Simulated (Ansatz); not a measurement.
Functionals compared on NH3 on the 1x1 (110) surface of zinc-blende InP (cut with top plane In + P), one in a 2x1 cell, started at the site 'top P', in Ansatz (plane waves, PAW). The structure was relaxed with PBE; the other rows are single points on it, each with its references at the same level. Cutoff 420 eV (500 eV for r2SCAN). HSE06 used the coarser mesh 2x3x1.

Host crystal: zinc-blende InP, with a band gap (PBE, scalar-relativistic without spin-orbit coupling).

Slab: 24 atoms, 8.9 Å thick at the start under the adsorbate (thin: gaps and levels are the slab's own); k 3x4x1, smearing 0.01 eV, dipole-corrected; 8 atoms held, the rest relaxed; no symmetry held; no spin, no spin-orbit, no U, no dispersion correction. At the end it is bonded to In. In PBE it is, or lies within 0.03 eV of, the lowest of the starts that converged. These notes are the PBE run's. Adsorption energies are against NH3(g). A negative adsorption energy means that the adsorbate is more stable on the surface than in its reference.

```json
[
 {"functional": "PBE", "adsorption energy (eV)": "-0.91", "rough cost of the single point": "–"},
 {"functional": "RPBE", "adsorption energy (eV)": "-0.69", "rough cost of the single point": "about 2.7 core-minutes (a rough figure)"},
 {"functional": "r2SCAN", "adsorption energy (eV)": "-1.10", "rough cost of the single point": "roughly 5 core-minutes"},
 {"functional": "HSE06", "adsorption energy (eV)": "-0.99", "rough cost of the single point": "about 50 core-minutes (a rough figure)"}
]
```

Ansatz is an electronic-structure program.
